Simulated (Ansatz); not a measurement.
## A computed series for hypothetical CsCl type NbAs: pressure series

Take NbAs in the CsCl type structure (space group Pm-3m, No. 221; a = 3.180 Å; a hypothetical phase, not in the database extracts checked) as the base.

Cell and atoms are relaxed at each pressure.

The values are results of DFT with PBEsol, PAW potentials and a 420 eV plane-wave cutoff in Ansatz (a quantum-chemistry and plane-wave program), scalar-relativistic without spin-orbit coupling, not measurements.

Notes on the quantities. enthalpy: H = E + PV relative to the base's energy.

| case | enthalpy | shortest interatomic distance |
|---|---|---|
| base | – | 2.754 Å |
| pressure −2 GPa | -0.20 eV/atom | 2.764 Å |
| pressure −1 GPa | -0.10 eV/atom | 2.759 Å |
| pressure 0.3 GPa | +0.03 eV/atom | 2.753 Å |
| pressure 0.7 GPa | +0.07 eV/atom | 2.751 Å |
| pressure 1.5 GPa | +0.15 eV/atom | 2.747 Å |
| pressure 3 GPa | +0.30 eV/atom | 2.740 Å |
| pressure 5 GPa | +0.50 eV/atom | 2.731 Å |
| pressure 7.5 GPa | +0.74 eV/atom | 2.720 Å |
| pressure 10 GPa | +0.98 eV/atom | 2.709 Å |

Load acts through the strain it causes; cell and atoms are relaxed under it. No phonon test of stability was made. No other phases were tried under pressure. The final runs are not spin-polarised.
